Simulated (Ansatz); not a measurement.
The starting structures come from a database of crystals and need not be the phases stable at ambient conditions.

 Where the default PAW files enter, the runs use the earlier of Ansatz's two default sets.

By PBEsol, the system below comes out a metal.

Here is the system:

```
InSb
1.0
    4.43354     0.00000     0.00000
    0.00000     4.43354     0.00000
    2.21677    -2.21677     3.07351
In Sb
1 1
Cartesian
  0.00000   0.00000   0.00000
  2.21677   2.21677   0.00000
```

Space group of this cell: I4/mmm. The cell is strained (lengths across the current scaled by 1.02, ions clamped); by PBEsol its mean pressure is -4.2 GPa.

The current flows along the normal of the first two printed cell vectors, the (001) (indices of the unstrained crystal) plane of the conventional cell. No spin-orbit coupling; the value is a mean over 0.1 eV about the Fermi level.

State the ballistic conductance per area according to Ansatz (a quantum-chemistry and plane-wave program) with PBEsol.

0.78 × 10¹⁵ S/m² for both spins.
